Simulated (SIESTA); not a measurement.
## A self-consistent single point of WC (P-6m2, 2 atoms in the cell) with SIESTA

Method: SIESTA with GGA PBE, numerical atomic orbitals DZP, PseudoDojo PBE standard norm-conserving potentials (rewritten from UPF to PSML).

Input as run:

```
# files in the folder: W.psml C.psml (PseudoDojo PBE standard)
SystemName  WC
SystemLabel wc

NumberOfAtoms                2
NumberOfSpecies              2
%block ChemicalSpeciesLabel
  1 74 W
  2 6 C
%endblock ChemicalSpeciesLabel
LatticeConstant              1.0 Ang
%block LatticeVectors
     1.455000000   -2.520133930    0.000000000
     1.455000000    2.520133930    0.000000000
     0.000000000    0.000000000    2.840000000
%endblock LatticeVectors
AtomicCoordinatesFormat      Bohr
%block AtomicCoordinatesAndAtomicSpecies
     0.000000000    0.000000000    0.000000000  1
     2.749551511    1.587454340    2.683411097  2
%endblock AtomicCoordinatesAndAtomicSpecies

XC.functional                GGA
XC.authors                   PBE
PAO.BasisSize                DZP
PAO.EnergyShift              0.01 Ry
MeshCutoff                   350 Ry
%block kgrid.MonkhorstPack
   17   0   0  0.0
    0  17   0  0.0
    0   0  15  0.0
%endblock kgrid.MonkhorstPack
OccupationFunction           MP
OccupationMPOrder            0
ElectronicTemperature        272.0 meV

MaxSCFIterations             150
SCF.Mixer.Method             Broyden
SCF.Mixer.Weight             0.25
SCF.Mixer.History            8
SCF.DM.Tolerance             1.0E-04
Diag.ParallelOverK           true
WriteForces                  true
```

The program printed (abridged):

```
reinit: Reading from file input.fdf

reinit: System Name: WC
reinit: System Label: wc

coor:   Atomic-coordinates input format  =     Cartesian coordinates
coor:                                            (in Bohr units)

siesta: Atomic coordinates (Bohr) and species
siesta:      0.00000   0.00000   0.00000  1        1
siesta:      2.74955   1.58745   2.68341  2        2

siesta: System type = bulk

initatomlists: Number of atoms, orbitals, and projectors:      2    32    40

siesta: ******************** Simulation parameters ****************************
redata: Spin configuration                          = none
redata: Time-Reversal Symmetry                      = T
redata: Number of Atomic Species                    =        2
redata: Mesh Cutoff                                 =   350.0000 Ry
redata: Net charge of the system                    =     0.0000 |e|
redata: Min. number of SCF Iter                     =        0
redata: Max. number of SCF Iter                     =      150
redata: SCF convergence failure will abort job
redata: SCF mix quantity                            = Hamiltonian
redata: Mix DM or H after convergence               =   F
redata: Recompute H after scf cycle                 =   F
redata: Mix DM in first SCF step                    =   T
redata: No kicks to SCF
redata: DM Mixing Weight for Kicks                  =     0.5000
redata: Require Harris convergence for SCF          =   F
redata: Harris energy tolerance for SCF             =     0.000100 eV
redata: Require DM convergence for SCF              =   T
redata: DM tolerance for SCF                        =     0.000100
redata: Require EDM convergence for SCF             =   F
redata: EDM tolerance for SCF                       =     0.001000 eV
redata: Require H convergence for SCF               =   T
redata: Hamiltonian tolerance for SCF               =     0.001000 eV
redata: Require (free) Energy convergence for SCF   =   F
redata: (free) Energy tolerance for SCF             =     0.000100 eV
redata: Using DFT-D3 dispersion                     =   F
redata: Using Saved Data (generic)                  =   F
redata: Method of Calculation                       = Diagonalization
redata: Electronic Temperature                      =  3156.4289 K
redata: Number of TDED substeps                     =        3
redata: Dynamics option                             = Single-point calculation
redata: Save all siesta data in one NC              =   F
redata: ***********************************************************************

%block SCF.Mixers
  Broyden
%endblock SCF.Mixers

%block SCF.Mixer.Broyden
  # Mixing method
  method broyden

  # Mixing options
  weight 0.2500
  weight.linear 0.2500
  weight.prime 0.2500
  history 8
%endblock SCF.Mixer.Broyden

DM_history_depth set to one: no extrapolation allowed by default for geometry relaxation
Size of DM history Fstack: 1
Total number of electrons:    18.000000
Total ionic charge:    18.000000

* ProcessorY, Blocksize:    1  33

* Orbital distribution balance (max,min):    32    32

 Kpoints in:         2295 . Kpoints trimmed:         2168

siesta: k-grid: Number of k-points = 2168
siesta: k-points from Monkhorst-Pack grid
siesta: k-cutoff (effective) =    21.300 Ang
siesta: k-point supercell and displacements
siesta: k-grid:    17     0     0      0.000
siesta: k-grid:     0    17     0      0.000
siesta: k-grid:     0     0    15      0.000

diag: Algorithm                                     = D&C
diag: Parallel over k                               =   F
diag: Use parallel 2D distribution                  =   F
diag: Parallel block-size                           = 33
diag: Parallel distribution                         =     1 x     1
diag: Used triangular part                          = Lower
diag: Absolute tolerance                            =  0.100E-15
diag: Orthogonalization factor                      =  0.100E-05
diag: Memory factor                                 =  1.0000

superc: Internal auxiliary supercell:     5 x     7 x     5  =     175
superc: Number of atoms, orbitals, and projectors:    350   5600   7000

                        Single-point calculation

superc: Internal auxiliary supercell:     5 x     7 x     5  =     175
superc: Number of atoms, orbitals, and projectors:    350   5600   7000

outcell: Unit cell vectors (Ang):
        1.455000   -2.520134    0.000000
        1.455000    2.520134    0.000000
        0.000000    0.000000    2.840000

outcell: Cell vector modules (Ang)   :    2.910000    2.910000    2.840000
outcell: Cell angles (23,13,12) (deg):     90.0000     90.0000    120.0000
outcell: Cell volume (Ang**3)        :     20.8274
new_DM -- step:     1
Initializing Density Matrix...

Attempting to read DM from file... Failed...
DM filled with atomic data:

InitMesh: MESH = 30 x 30 x 32 = 28800
InitMesh: Mesh cutoff (required, used) =   350.000   350.885 Ry

stepf: Methfessel-Paxton step function
       Using Hermite-Gauss polynomials of order  0

        iscf     Eharris(eV)        E_KS(eV)     FreeEng(eV)     dDmax    Ef(eV) dHmax(eV)
   scf:    1    -2200.229630    -2220.778647    -2220.782891  1.586610 -2.833590 10.465382
   scf:    2    -2229.948927    -2226.777112    -2226.786320  0.220859 -3.566158  3.183930
   scf:    3    -2227.131623    -2227.056642    -2227.068313  0.104894 -3.792331  0.731772
   scf:    4    -2227.081559    -2227.075104    -2227.086695  0.047292 -3.918623  0.312457
   scf:    5    -2227.079474    -2227.078495    -2227.090367  0.012860 -3.949401  0.017106
   scf:    6    -2227.078559    -2227.078530    -2227.090378  0.000822 -3.951256  0.019053
   scf:    7    -2227.078542    -2227.078539    -2227.090394  0.000784 -3.953810  0.001845
   scf:    8    -2227.078540    -2227.078540    -2227.090394  0.000167 -3.954342  0.001148
   scf:    9    -2227.078543    -2227.078541    -2227.090394  0.000039 -3.954398  0.001046
   scf:   10    -2227.078545    -2227.078543    -2227.090394  0.000040 -3.954321  0.000286

SCF Convergence by DM+H criterion
max |DM_out - DM_in|         :     0.0000399017
max |H_out - H_in|      (eV) :     0.0002855894
SCF cycle converged after 10 iterations

Using DM_out to compute the final energy and forces

siesta: E_KS(eV) =            -2227.0785

siesta: E_KS - E_eggbox =     -2227.0785

siesta: Atomic forces (eV/Ang):
     1   -0.000000   -0.000035   -0.000000
     2   -0.000000    0.000035    0.000000
   Tot   -0.000000   -0.000000   -0.000000
   Max    0.000035
   Res    0.000020    sqrt( Sum f_i^2 / 3N )
   Max    0.000035    constrained

Stress tensor Voigt[x,y,z,yz,xz,xy] (kbar):      -69.89      -70.03      -67.49        0.00        0.00        0.00
(Free)E + p*V (eV/cell)    -2226.1916
Target enthalpy (eV/cell)    -2227.0904

siesta: Program's energy decomposition (eV):
siesta: Ebs     =      -501.761782
siesta: Eions   =      4020.325314
siesta: Ena     =      1263.990371
siesta: Ekin    =       662.670371
siesta: Enl     =       337.914039
siesta: Eso     =         0.000000
siesta: Edftu   =         0.000000
siesta: DEna    =        37.016245
siesta: DUscf   =         1.326818
siesta: DUext   =         0.000000
siesta: Ex      =      -473.646550
siesta: Ec      =       -36.024524
siesta: Exc     =      -509.671074
siesta: Eharris =     -2227.078545
siesta: Etot    =     -2227.078543
siesta: FreeEng =     -2227.090394

siesta: Stress tensor (static) (eV/Ang**3):
siesta:    -0.043624    0.000000    0.000000
siesta:     0.000000   -0.043709   -0.000000
siesta:     0.000000    0.000000   -0.042122

siesta: Cell volume =         20.827395 Ang**3

siesta: Pressure (static):
siesta:                Solid            Molecule  Units
siesta:           0.00046998          0.00046998  Ry/Bohr**3
siesta:           0.04315203          0.04315156  eV/Ang**3
siesta:          69.13717657         69.13641961  kBar
```

The run converged in 10 iterations.

The starting cell has typed, rounded lattice constants, without a prior relaxation at this level. Spin polarisation is off. Values carry the incompleteness of an atom-centred basis. With a pressure of about 7 GPa the cell is away from its equilibrium volume at this level.

Cost on one core of a shared machine: roughly 70 s.
